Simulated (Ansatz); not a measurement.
Base system: Sb (space group R-3m, No. 166; a = 4.320 Å, c = 11.023 Å (hexagonal axes); relaxed with 0.1 eV smearing). Axes: x lies along a and z along c of the hexagonal cell.

Calculations: plane-wave PAW DFT at the PBE-D3(BJ) level (Ansatz, a quantum-chemistry and plane-wave program, 420 eV), scalar-relativistic without spin-orbit coupling.

Perturbation: an isotropic linear strain of +1.12 %; the atoms relax in the strained cell.

Task: Predict the stress tensor and what it implies for the stiffness.

Result: Stress of the strained cell less that of the base (GPa, compression positive):
```
   -1.6     0.0     0.0
    0.0    -1.6     0.0
    0.0     0.0    -1.1
```

Then B = −ΔP/(ΔV/V₀) with ΔV/V₀ = 0.0340 gives secant stiffness values (nonlinear terms included at this strain): B (at held cell shape, above the free-shape value) ≈ 42 GPa.

As a check, the harmonic strain energy −½ V₀ Δσ:ε is 4.5 meV/atom; the computed energy rise is 4.6 meV/atom.

No phonon test of stability was made.
